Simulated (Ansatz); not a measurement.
Consider SiC in the zinc blende structure (space group F-43m, No. 216; a = 4.356 Å). Axes: x, y, z lie along the cube axes.

Method: plane-wave PAW DFT at the r2SCAN level (Ansatz, a first-principles code, 500 eV), spin-orbit coupling left out.

For the base:

| Property | Value |
|---|---|
| Band gap | 1.71 eV |

Now apply this change: the cell is compressed by 2.65 % along z with no lateral relaxation; the atoms relax in the strained cell.

**Question.** What happens to the band gap, stress and energy relative to the base?

**Answer.** The band gap drops by 0.31 eV to 1.40 eV; the stress (xx, yy, zz, yz, xz, xy; compression positive) comes out as (4.00, 4.00, 11.12, 0.00, 0.00, 0.00) GPa; the energy increases by 9.5 meV/atom.

Whether these cells are dynamically stable was not tested.
